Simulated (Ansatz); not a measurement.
The starting structures come from a database of crystals and need not be the phases stable at ambient conditions.

# Evanescent states of Zn(GaS2)2 (I-4, not sure to be the ambient phase, 7 atoms a cell, 21.0 Å³ an atom) along the normal of (100)

All values below come from PBEsol (plane waves, PAW; Ansatz, a quantum-chemistry and plane-wave program).

The gap is the functional's own, uncorrected, and κ follows it; spin-orbit coupling is left out. Mid-gap values are interpolated between the computed energies.

Energies count from the valence-band top; κ is the least over a 6×4 mesh across the current.

```
E (eV)     κ (1/Å)  where
------  ----------  -----
0.06         0.059      Γ
0.18         0.098      Γ
0.30         0.122      Γ
0.42         0.139      Γ
0.54    (withheld)      Γ
0.66    (withheld)      Γ
0.78    (withheld)      Γ
0.90    (withheld)      Γ
1.02    (withheld)      Γ
1.14    (withheld)      Γ
1.26    (withheld)      Γ
1.38    (withheld)      Γ
1.50    (withheld)      Γ
1.62    (withheld)      Γ
1.74    (withheld)      Γ
1.86         0.134      Γ
1.98         0.116      Γ
2.10         0.092      Γ
2.22         0.053      Γ
```

Q: Some entries are withheld; supply them.

A: 
- 0.54, κ (1/Å): 0.152
- 0.66, κ (1/Å): 0.161
- 0.78, κ (1/Å): 0.168
- 0.90, κ (1/Å): 0.172
- 1.02, κ (1/Å): 0.175
- 1.14, κ (1/Å): 0.175
- 1.26, κ (1/Å): 0.174
- 1.38, κ (1/Å): 0.170
- 1.50, κ (1/Å): 0.165
- 1.62, κ (1/Å): 0.157
- 1.74, κ (1/Å): 0.147
